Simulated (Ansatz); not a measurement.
The starting structures come from a database of crystals and need not be the phases stable at ambient conditions.

Inside the gap of an insulator the Bloch states are evanescent, with a wavenumber k + iκ along the transport direction.

Consider the following.

```
AlNa3As2
1.0
    6.15778     0.00000     0.00000
   -3.07889     7.60565     0.00000
    0.00000    -3.15570     6.16797
Na Al As
6 2 4
Direct
  0.31059   0.62118   0.62464
  0.68941   0.37882   0.37536
  0.18941   0.37882   0.00346
  0.81059   0.62118   0.99654
  0.75000   0.00000   0.50000
  0.25000   0.00000   0.50000
  0.25000   0.00000   0.00000
  0.75000   0.00000   0.00000
  0.89649   0.79298   0.69453
  0.10351   0.20702   0.30547
  0.60351   0.20702   0.90155
  0.39649   0.79298   0.09845
```

Space group of this cell: Ibam. The cell is taken as given.

Transport runs along the normal of the first two printed cell vectors.

The gap is the functional's own, uncorrected, and κ follows it; spin-orbit coupling is left out. Mid-gap values are interpolated between the computed energies.

Q: Compute, with r2SCAN in Ansatz (a first-principles code), the band gap and the smallest decay constant κ at mid-gap.

A: Gap 1.51 eV on a 6×6×6 mesh; κ = 0.145 1/Å, at the zone centre.
